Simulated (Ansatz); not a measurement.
Base system: a 16-atom supercell of HfC in the rock salt structure (space group Fm-3m, No. 225; a = 4.652 Å) at its relaxed geometry.

The values are results of PBE, PAW, 420 eV (Ansatz, a program for electronic structure; spin-orbit coupling left out), not measurements.

For the base:

* **Pressure**: 0.0 GPa

One thing is altered: one C atom is replaced by Hf, atoms relaxed at fixed cell, starting from a slightly rattled geometry.

Tabulated Pauling electronegativity and covalent radius: C 2.55, 0.76 Å; Hf 1.30, 1.75 Å.

Task: How does this affect the pressure?

Result: The pressure goes from zero to 22.1 GPa.

Task: Predict the new shift of the substituted atom off its lattice site.

Result: The shift of the substituted atom off its lattice site amounts to 0.77 Å.

The cell is small, so the values are those of an ordered compound at a high defect concentration; dilute-limit values will differ. All final runs are without spin polarisation. The defect cell is not spin-polarised.
